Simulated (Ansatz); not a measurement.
The starting structures come from a database of crystals and need not be the phases stable at ambient conditions.

Inside the gap of an insulator the Bloch states are evanescent, with a wavenumber k + iκ along the transport direction.

Consider the following.

```
CELL_PARAMETERS angstrom
      3.99488     0.00000     0.00000
      0.00000     3.99488     0.00000
      0.00000     0.00000     4.11473
ATOMIC_POSITIONS crystal
  K  0.50000 0.50000 0.50000
  Ta 0.00000 0.00000 0.00000
  O  0.00000 0.50000 0.00000
  O  0.50000 0.00000 0.00000
  O  0.00000 0.00000 0.50000
```

The cell is strained (lengths along the current scaled by 1.03, ions clamped); by r2SCAN it stands under a pressure of -6.1 GPa.

Transport runs along the normal of the first two printed cell vectors, the (001) (indices of the unstrained crystal) plane of the conventional cell.

The gap is the functional's own, uncorrected, and κ follows it; spin-orbit coupling is left out. Mid-gap means the computed energy nearest the middle.

**Question.** Compute, with r2SCAN (Ansatz, a first-principles code), the band gap and the smallest decay constant κ at mid-gap.

**Answer.** Gap 2.50 eV on a 8×8×8 mesh; κ = 0.259 1/Å, at the zone centre.
